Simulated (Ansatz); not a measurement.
Given:

```xyz
8
Lattice="-2.9808 2.9368 5.6132 2.9808 -2.9368 5.6132 2.9808 2.9368 -5.6132" Properties=species:S:1:pos:R:3 pbc="T T T"
Cd     0.0000     0.0000     0.0068
Cd     0.0000     2.9368     2.7998
Ge     0.0000     0.0000     5.6095
Ge     2.9808     0.0000     2.8103
As     1.3404     1.4684     7.0165
As     1.4904    -1.3310     4.2099
As     1.6404     1.4684     1.4033
As     1.4904     4.2678    -1.4033
```

No spin polarisation.

Computed with LDA, PAW, 420 eV (Ansatz, a first-principles code; spin-orbit coupling left out). Γ-centred 8×8×8 mesh, Fermi–Dirac width 0.05 eV.

Predict the pressure and space group.


- Pressure (mean of the normal stresses, compression positive): -9.6 kbar
- Space group: I2_12_12_1 (No. 24)

The cells carry an imposed strain or load. No phonon test of stability was made. The cell was made from CdGeAs2 in the chalcopyrite structure (space group I-42d, No. 122) by this change: uniaxial strain ε_xx = +1.50 %.
